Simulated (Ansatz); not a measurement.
# TiSi2: Si → Ge

Take TiSi₂ (space group Fddd, No. 70; a = 4.780 Å, b = 8.232 Å, c = 8.522 Å) as the base.

The change: full substitution Si → Ge, then cell and atoms are relaxed.

Level of theory: r2SCAN (Ansatz, an electronic-structure program, PAW, without spin-orbit coupling), earlier PAW set. k-mesh 12×12×12 (Γ-centred); smearing 0.05 eV (Fermi–Dirac), for the changed cell.

```csv
quantity,base,changed,shift
volume per atom,13.97 Å³,15.82 Å³,+1.85 Å³
density,4.12 g/cm³,6.76 g/cm³,+2.64 g/cm³
space group,Fddd (No. 70),Fddd (No. 70),–
shortest interatomic distance,4.761 bohr,4.952 bohr,+0.191 bohr
band gap,zero,zero,–
```

Stability against distortions was not tested. All final runs are without spin polarisation.
